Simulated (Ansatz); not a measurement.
Start from Ca in the fcc (Cu type) structure (space group Fm-3m, No. 225; a = 5.5265 Å).

Computed with Ansatz (a program for electronic structure) PBE, without spin-orbit coupling.

Base values:

- Lattice parameter a = 5.527 Å
- Band gap = zero

It is then changed as follows: cell and atoms relaxed at a pressure of 10 GPa.

### Question
What happens to the lattice parameter a?

### Answer
The lattice parameter a falls by 0.594 Å, from 5.527 Å to 4.933 Å.

### Question
How does this affect the band gap?

### Answer
The band gap stays zero.

Load acts through the strain it causes; cell and atoms are relaxed under it. No phonon test of stability was made. No other phases were tried under pressure. Gaps under 0.05 eV, about the width of the smearing, are given as zero.
